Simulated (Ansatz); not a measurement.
The parent structure is CdGeAs$_{2}$ in the chalcopyrite structure (space group I-42d, No. 122; a = 5.874 Å, c = 11.226 Å).

Level of theory: LDA/PAW in Ansatz (an electronic-structure program), no spin-orbit coupling.

Before the change:

* **c/a ratio**: 1.911
* **Volume per atom**: 24.21 Å³

The change: a hydrostatic pressure of 2.1 GPa.

Estimate the effect on the c/a ratio and volume per atom.

The c/a ratio decreases by 0.004 (1.911 → 1.907); the volume per atom falls by 0.71 Å³ to 23.50 Å³.

Load acts through the strain it causes; cell and atoms are relaxed under it. Whether these cells are dynamically stable was not tested.
